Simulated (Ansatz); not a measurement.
Take Al₂Cu (space group I4/mcm, No. 140; a = 6.006 Å, c = 4.790 Å) as the base.

Calculations: DFT with r2SCAN, PAW potentials and a 500 eV plane-wave cutoff in Ansatz (a quantum-chemistry and plane-wave program), without spin-orbit coupling.

Base values:

Pressure: 0.0 GPa

Perturbation: an isotropic linear strain of +1.22 %, atoms relaxed at fixed cell.

**Question.** What does the calculation give for the pressure and energy relative to the base after the change?

**Answer.** The pressure (mean of the normal stresses, compression positive) goes from zero to -3.8 GPa; the energy grows by 6.6 meV/atom.

Whether these cells are dynamically stable was not tested. The final runs are not spin-polarised.
